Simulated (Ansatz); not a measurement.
# Effect of Ru → Si on Ru

Start from Ru in the hcp (Mg type) structure (space group P6_3/mmc, No. 194; a = 2.7045 Å, c = 4.2601 Å).

The change: Si takes the place of Ru on all its sites, then cell and atoms are relaxed.

The values are results of Ansatz (a program for electronic structure) r2SCAN, without spin-orbit coupling, not measurements. Γ-centred 20×20×10 mesh, Fermi–Dirac width 0.05 eV, for the changed cell.

```csv
quantity,base,changed,shift
density,12.44 g/cm³,3.41 g/cm³,-9.03 g/cm³
lattice parameter a,2.705 Å,2.642 Å,-0.0623 Å
c/a ratio,1.575,1.714,+0.139
space group,P6_3/mmc (No. 194),P6_3/mmc (No. 194),–
shortest interatomic distance,2.641 Å,2.642 Å,+0.001 Å
band gap,zero,zero,–
```

Whether these cells are dynamically stable was not tested. For Si in this form, whether it has been made was not checked. The final runs are not spin-polarised. This is not the structure that Si has at room temperature and ambient pressure.
